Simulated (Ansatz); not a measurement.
Base system: InSb in the zinc blende structure (space group F-43m, No. 216; a = 6.5191 Å). Axes: x, y, z lie along the cube axes.

The values are results of DFT with PBEsol, PAW potentials and a 420 eV plane-wave cutoff in Ansatz (a quantum-chemistry and plane-wave program), spin-orbit coupling left out, not measurements.

Base values:

The shortest interatomic distance is 282.3 pm.

The change: uniaxial stress, 2 GPa compression along x; all other stress components relax to zero.

Problem. Predict the new energy relative to the base and shortest interatomic distance.

Solution. The energy rises by 15 meV/atom; the shortest interatomic distance decreases by 1.2 pm to 281.1 pm.

Load acts through the strain it causes; cell and atoms are relaxed under it. Beyond what the load breaks, stability against distortions was not tested. All final runs are without spin polarisation.
